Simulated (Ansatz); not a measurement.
The starting structures come from a database of crystals and need not be the phases stable at ambient conditions.

**Evanescent states of SiHg3(SF3)2 (P-3m1, not sure to be the ambient phase, 12 atoms a cell, 18.1 Å³ an atom, -2 GPa at this level) along the normal of (001)**

The numbers are results of r2SCAN (plane waves, PAW; Ansatz, an electronic-structure program), not measurements.

The gap is the functional's own, uncorrected, and κ follows it; spin-orbit coupling is left out. Mid-gap values are interpolated between the computed energies.

Energies count from the valence-band top; κ is the least over a 6×6 mesh across the current.

| E (eV) | κ (1/Å) | where |
|---|---|---|
| 0.09 | 0.253 | off Γ |
| 0.26 | 0.299 | off Γ |
| 0.42 | 0.332 | off Γ |
| 0.59 | 0.358 | off Γ |
| 0.77 | 0.377 | off Γ |
| 0.94 | 0.385 | Γ |
| 1.10 | 0.386 | Γ |
| 1.27 | 0.386 | Γ |
| 1.45 | 0.384 | Γ |
| 1.61 | 0.380 | Γ |
| 1.78 | 0.375 | Γ |
| 1.96 | 0.368 | Γ |
| 2.12 | 0.360 | Γ |
| 2.29 | 0.349 | Γ |
| 2.46 | 0.336 | Γ |
| 2.63 | 0.321 | Γ |
| 2.81 | 0.303 | Γ |
| 2.98 | 0.280 | Γ |
| 3.15 | 0.250 | Γ |
| 3.31 | 0.167 | Γ |

**Question.** How thick must the barrier be to attenuate the transmission by 10^4 when the electrodes' Fermi level lies at 0.94 eV, and what attenuation does that film give at 1.78 eV?

**Answer.** d = 4 ln 10 / (2 × 0.385) = 12.0 Å. At 1.78 eV it gives 4 × 0.375/0.385 = 3.9 decades.
